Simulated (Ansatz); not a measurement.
# TiAl: pressure series

Base system: TiAl (space group P4/mmm, No. 123; a = 2.813 Å, c = 4.058 Å).

Cell and atoms are relaxed at each pressure.

The values are results of r2SCAN in Ansatz (plane waves to 500 eV, PAW, spin-orbit coupling left out), not measurements.

Notes on the quantities. enthalpy: H = E + PV relative to the base's energy.

| case | volume per atom | enthalpy | c/a ratio |
|---|---|---|---|
| base | 16.06 Å³ | – | 1.443 |
| pressure −2 GPa | 16.33 Å³ | -0.20 eV/atom | 1.443 |
| pressure −1 GPa | 16.19 Å³ | -0.10 eV/atom | 1.443 |
| pressure 0.9 GPa | 15.94 Å³ | +0.09 eV/atom | 1.443 |
| pressure 2.1 GPa | 15.79 Å³ | +0.21 eV/atom | 1.442 |
| pressure 4.5 GPa | 15.51 Å³ | +0.44 eV/atom | 1.442 |
| pressure 9 GPa | 15.04 Å³ | +0.87 eV/atom | 1.442 |
| pressure 15 GPa | 14.50 Å³ | +1.42 eV/atom | 1.442 |
| pressure 22.5 GPa | 13.93 Å³ | +2.09 eV/atom | 1.443 |
| pressure 30 GPa | [?] | +2.73 eV/atom | 1.443 |

Q: Complete the table.

A: 
- pressure 30 GPa, volume per atom: 13.45 Å³

Load acts through the strain it causes; cell and atoms are relaxed under it. Whether these cells are dynamically stable was not tested. No other phases were tried under pressure. All final runs are without spin polarisation.

Ansatz is a program for electronic structure.
